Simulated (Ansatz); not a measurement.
**Response to strain in Ag**

Take Ag in the fcc (Cu type) structure (space group Fm-3m, No. 225; a = 4.001 Å; relaxed with 0.1 eV smearing) as the base.

Strains are applied to the cell and any free atomic positions relax.

Computed with LDA (Ansatz, a program for electronic structure, PAW, no SOC).

| isotropic strain (%) | pressure (GPa) |
|---|---|
| -3 | 16.4 |
| -2 | 10.0 |
| -1.5 | ? |
| -1 | 4.6 |
| -0.5 | 2.2 |
| 0 | 0.0 |
| 0.5 | -2.0 |
| 1 | -3.8 |
| 1.5 | -5.5 |

### Question
Fit P = P₀ − Bδ + Cδ² with δ = (1 + ε)³ − 1 to the rows shown and predict the withheld row.

### Answer
Least squares on the printed values gives P₀ = 0.0 GPa, B = 142 GPa, C = 524 GPa (largest residual 0.1 GPa); this predicts 7.3 GPa, and the run gives 7.2 GPa, in agreement.

Whether these cells are dynamically stable was not tested.
